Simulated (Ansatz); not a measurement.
Output of an Ansatz run (abridged):

```
WARN ansatz: RAYON_NUM_THREADS=1 ignored (pool sized by the plan → 1); use --threads N
Pseudopotentials: kind: paw
Pseudopotential: Sc, paw, valence charge 11
Pseudopotential: Ag, paw, valence charge 19
Crystal: 2 atoms, lattice volume = 39.681 Å³
Basis set: ecut = 420 eV, 751 PW (Γ)
Bands: 19, of which v1, the nominal top of the filled ones, is band 15 counted from 1 (14 counted from 0)
Symmetry: 48 space group operations
Space group: Pm-3m (ITA 221), of the structure as read, at distance tolerance 3.4e-5 Å
k-points: 56 of 1000
PAW frozen core: Sc, regenerated for the run's functional, and the local potential with it
PAW frozen core: Ag, regenerated for the run's functional, and the local potential with it
Initial density: superposition of atomic densities (neutral atoms: chi_scale 0, normalization atom), corrected by the library's trained network
Initial wavefunctions: pseudopotential atomic-orbital guess
Eigensolver: davidson
Functional: x = slater, c = lda
SCF iter   1: F=—  HF=-9547.805990 eV  |F-HF|=—  |Δ(HF+E_count)|=         —  Δρ=9.72e-3  dr2=3.05e-2  ethr=1.77e-3  ⟨swp⟩=4.2  Hψ=4005  notcnv=0
all-band conjugate gradients solve this SCF's bands
preconditioner: auto → none
SCF iter   2: F=—  HF=-9547.798843 eV  |F-HF|=—  |Δ(HF+E_count)|=   7.15e-3  Δρ=4.06e-3  dr2=4.96e-3  ethr=1.02e-4  ⟨swp⟩=2.9  Hψ=2023  notcnv=0
SCF iter   3: F=—  HF=-9547.797344 eV  |F-HF|=—  |Δ(HF+E_count)|=   1.50e-3  Δρ=6.07e-4  dr2=6.03e-5  ethr=1.65e-5  ⟨swp⟩=2.2  Hψ=1620  notcnv=0
SCF iter   4: F=—  HF=-9547.797329 eV  |F-HF|=—  |Δ(HF+E_count)|=   1.49e-5  Δρ=1.30e-4  dr2=2.76e-6  ethr=2.01e-7  ⟨swp⟩=2.1  Hψ=1575  notcnv=0
iter 5 did not close the SCF: its close was put off for the readings that it lacked (scf_convergence_deferred on its scf_iter line)
SCF iter   5: F=-9547.797330 eV  HF=-9547.797330 eV  |F-HF|=5.03e-9  |Δ(HF+E_count)|=   9.11e-7  Δρ=1.80e-5  dr2=8.99e-8  ethr=9.21e-9  ⟨swp⟩=2.1  Hψ=1878  notcnv=0
SCF iter   6: F=-9547.797330 eV  HF=-9547.797330 eV  |F-HF|=1.45e-9  |Δ(HF+E_count)|=   2.49e-8  Δρ=2.11e-6  dr2=1.73e-9  ethr=3.00e-10  ⟨swp⟩=2.2  Hψ=3424  notcnv=0
SCF 1 converged in 6 iterations: F = -9547.797330 eV  dr2 = 1.73e-9
SCF converged after 6 iterations
Free energy (F): -9547.797330 eV
Harris-Foulkes:  -9547.797330 eV  (|F-HF|=1.45e-9)
Internal energy: -9547.733380 eV  (E = F + TS)
E sigma→0 (E₀):  -9547.765355 eV
Entropy (-TS):   -0.063950 eV (-31.975 meV/atom)
Fermi energy:    13.353663 eV
--- Per-component energies (eV) ---
  E_band       = -448.276345
  E_kinetic    = 787.295416
  E_local      = -3377.304023  (includes V_loc(G=0)·N_el)
  E_nonlocal   = 169.471142
  E_hartree    = 1431.690361
  E_xc         = -287.719472
  E_vxc        = -364.342804  (∫ρ·V_xc dr)
  E_paw        = -4677.840990  (= ΣΔE_a)
  E_vpaw       = -526.780161  (= ΣTr[D̂ρ^β])
  E_aug_tail   = 0.000277  (compensation charges beyond the density's cutoff)
  E_ewald      = -3594.355823
  E_core_change = 1.029730  (= ΣΔE_core)
  E_smearing   = -0.063950  (= −TS)
  E_closure    = 0.000000  (closes the sum)
  Σ components = -9547.797330   (vs F -9547.797330, Δ=0.00e0)
--- Forces (eV/Å), atoms counted from 1 ---
  atom   1  Sc     0.00000000    -0.00000000    -0.00000000
  atom   2  Ag    -0.00000000     0.00000000     0.00000000
  max |Σ_I F_I| component: 6.05e-30 eV/Å
--- Stress (GPa, compression-positive) ---
       -5.533294       0.000000       0.000000
        0.000000      -5.533294       0.000000
        0.000000       0.000000      -5.533294
  P = ⅓ Tr σ = -5.5333 GPa (-55.333 kbar)
  The stress holds the Pulay correction. Without it, at fixed plane waves, as pw.x and ABINIT print it: P = -5.5456 GPa
--- Band table (eV; the first three rows and the last of 56) ---
  k-point 0: bands = ["-79.0539", "-42.5659", "-42.5659", "-42.5659", "-36.1787", "-15.0014", "-15.0014", "-15.0014", "6.5046", "7.6614", "7.6614", "8.6748", "8.6748", "8.6748", "13.8875", "13.8875", "16.0249", "16.0249", "16.0249"]
  k-point 1: bands = ["-79.0539", "-42.5670", "-42.5658", "-42.5658", "-36.1774", "-15.0160", "-15.0004", "-15.0004", "6.6573", "7.6906", "7.7272", "8.6535", "8.6535", "8.6862", "13.8453", "13.8819", "15.7903", "15.7903", "16.0018"]
  k-point 2: bands = ["-79.0538", "-42.5698", "-42.5656", "-42.5656", "-36.1740", "-15.0542", "-14.9979", "-14.9979", "7.0824", "7.7692", "7.9299", "8.5983", "8.5983", "8.7164", "13.7321", "13.7390", "15.3097", "15.3097", "15.9412"]
  k-point 55: bands = ["-79.0527", "-42.5748", "-42.5748", "-42.5748", "-36.1426", "-15.1174", "-15.1174", "-15.1174", "7.9695", "7.9695", "7.9695", "9.2342", "9.2342", "12.1186", "12.1186", "12.1186", "16.5267", "16.5267", "16.8815"]
```

The structure:

```
CELL_PARAMETERS angstrom
      3.41084     0.00000     0.00000
      0.00000     3.41084     0.00000
      0.00000     0.00000     3.41084
ATOMIC_POSITIONS crystal
  Sc 0.50000 0.50000 0.50000
  Ag 0.00000 0.00000 0.00000
```

Task: Reconstruct the input of this run.

Result: Other spellings and defaults could give the same log, and not every line can be read from it. The input that was run (DFT, LDA (PW92), plane waves, default PAW files made with PBE):

Ansatz 0.2 input:
```yaml
crystal:
  lattice:
    - [3.41083700, 0.00000000, 0.00000000]
    - [0.00000000, 3.41083700, 0.00000000]
    - [0.00000000, 0.00000000, 3.41083700]
  atoms:
    - { symbol: Sc, position_ang: [1.70541850, 1.70541850, 1.70541850] }
    - { symbol: Ag, position_ang: [0.00000000, 0.00000000, 0.00000000] }
basis:
  ecutwfc: 420.0
kpoints:
  mp_grid: { grid: [10, 10, 10] }
hamiltonian:
  xc: lda
  pseudopotentials: { kind: paw }
scf:
  occupations: { method: fermi_dirac, width: 0.1 }
output:
  forces: true
  eigenvalues: true
  stress: true
```

The starting cell comes from a database of computed structures (which also holds hypothetical and non-ambient phases and stackings), without a prior relaxation at this level. Its lattice was rescaled by up to half a per cent. With a pressure of about -6 GPa the cell is away from its equilibrium volume at this level. Ansatz's pressure includes its estimate of the finite-basis (Pulay) stress.

Ansatz is an electronic-structure program.
